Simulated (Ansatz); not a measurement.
For GaAs (model structure, started from the rocksalt type, Fm-3m, No. 225, 2 atoms in the cell), LDA (plane waves, PAW; Ansatz, a program for electronic structure) gives:

```
Quantity                              Result
------------------------------  ------------
equilibrium lattice constant a       5.256 Å
cohesive energy                 3.77 eV/atom
```

Q: What does r²SCAN+rVV10 (Ansatz, plane waves, PAW) give for the same quantities?

A: 
- lattice constant a: 5.308 Å (increases by 1.0 %)
- cohesive energy: 3.10 eV/atom (drops by 0.67 eV/atom)

Changes are worked out from the printed values.

Unless a cell is named, each level is at its own relaxed cell (LDA 18.15, r²SCAN+rVV10 18.69 Å³/atom).

Ansatz's density-functional and Hartree–Fock values are scalar-relativistic unless marked +SOC, with PAW data made under PBE.

A model structure was made by putting elements into a prototype or built by hand; it is no filed structure, need not be a known phase, and can be a saddle point held by its symmetry.
